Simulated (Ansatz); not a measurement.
InP: band gap against strain

InP (zinc blende, F-43m, 26.457 Å³/atom at rest, cube axes along x, y and z) under an equal strain ε along all three axes. PBE in Ansatz, a plane-wave DFT program (PAW, default set), 420 eV, 10×10×10 Γ-centred mesh, Fermi-Dirac smearing 0.05 eV; ions are relaxed within the symmetry of each cell. Gaps are the smallest over the k-mesh and a band path, without spin-orbit coupling; in all rows the valence edge lies at Γ and the conduction edge at Γ. Runs with a gap under 0.1 eV are left out.

Here s stands for strain and Eg for gap.

| strain (%) | gap (eV) |
|---|---|
| -3.00 | ? |
| -1.50 | 0.690 |
| -1.00 | 0.607 |
| -0.50 | 0.525 |
| 0.00 | 0.442 |
| 0.50 | 0.361 |
| 1.00 | 0.280 |
| 1.50 | 0.199 |

Taking a straight line for Eg over the 7 complete rows: Means: s 0, Eg 0.4434. About the means, the sum of products is -1.1455 and the sum of squares of s is 7.0000; the slope is their ratio. Least squares gives Eg = 0.4434 - 0.16364·s. Residuals (row less fit): 0.0011, 0.0000, -0.0002, -0.0014, -0.0006, 0.0002, 0.0011; standard error 0.0010 (degrees of freedom: 5). Over these rows the gap moves by -16 ± 0.04 eV per unit strain, or -5.5 eV per unit of ln V.

Problem. Predict the withheld Eg at s = -3.00 from the fit, and compare with the calculation.

Solution. Eg = 0.4434 - 0.16364 × (-3.0) = 0.9343 eV. The calculation gives 0.940 eV, 0.0057 eV above the prediction (0.8 % of the range of Eg in the table). The row lies outside the fitted rows, so this is an extrapolation. From the scatter of the fitted rows alone, a prediction at this place has a standard error of 0.0015 eV, so the miss is 3.8 times that.

One order more, fitted to all 11 runs of the series, follows each within 0.001, so the miss is the next term of a smooth law. Other structures, which can take over under pressure, weren't tried. Spin-orbit coupling is left out, which can shift this property for InP. Rows are the converged runs of the series near zero and its far end; series whose fitted rows scatter by over a few per cent of the range, as at a crossing or softening among them, aren't shown in this form. Most that stay on the fit to the last digits aren't either.
